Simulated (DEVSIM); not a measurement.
# GaN p-n junction from an implanted or diffused profile

Device: GaN p-n junction from an implanted or diffused profile, at 400 K.

| layer (left to right) | material | thickness (μm) | Nd (cm⁻³) | τn (s) | τp (s) |
|---|---|---|---|---|---|
| 1 | GaN | 12.0 | 6.3e15 | 5.3e-10 | 5.3e-10 |

Added acceptor profile: 1.9e17 cm⁻³ × exp(−(x − 0.027 μm)²/(2·(0.048 μm)²)). Left contact: ohmic. Right contact: ohmic. Voltage is applied to the left contact. Recombination: SRH at mid-gap. Mobility is constant in doping.

Constants are typed, rounded textbook-type inputs, not results; the design itself was drawn at random and stands for no fabricated device. Values at 300 K; Nc and Nv go as T^1.5, mobilities as T to minus their exponent, the gap by Varshni's rule with the affinity fixed.

```tsv
parameter	GaN
gap (eV)	3.43
affinity (eV)	4.1
permittivity	9.5
Nc (cm⁻³)	2.3e18
Nv (cm⁻³)	4.6e19
μn (cm²/Vs)	1200
μp (cm²/Vs)	100
T exponent of μn	1.5
T exponent of μp	2
Varshni α (eV/K)	0.00091
Varshni β (K)	830
```

Model (solved in DEVSIM): 1D drift-diffusion, Boltzmann statistics, complete ionisation; no tunnelling, impact ionisation, image-force lowering or self-heating.

```yaml
potential_step_across_the_device_at_zero_bias: 2.955 V
Dark forward voltage at 1 A/cm²: 2.646 V
Dark forward voltage at 100 A/cm²: 2.976 V
```

Small-signal capacitance in reverse bias (quasi-static):

| V (V) | C (nF/cm²) |
|---|---|
| -0.2 | 11.3 |
| -0.5 | 10.8 |
| -1 | 10.1 |
| -1.5 | 9.54 |
| -2 | 9.04 |
| -3 | 8.25 |
| -4 | 7.64 |
| -5 | 7.14 |
| -6.5 | 6.56 |
| -8 | 6.09 |
| -10 | 5.61 |

Dark forward current:

```
V (V)  J (A/cm²)
-----  ---------
0.75     1.3e-13
1.25     2.2e-10
1.75      3.8e-7
1.85      1.7e-6
1.95      7.7e-6
2.10      7.5e-5
2.20     0.00035
2.30      0.0017
2.40      0.0085
2.50       0.049
2.60        0.36
2.70         3.4
2.80          22
2.90          62
3.05         140
3.15         200
3.25         260
3.35         330
3.45         390
3.55         460
3.65         530
3.75         600
3.85         660
4.00         770
4.10         840
4.20         910
4.30         980
4.40        1100
```
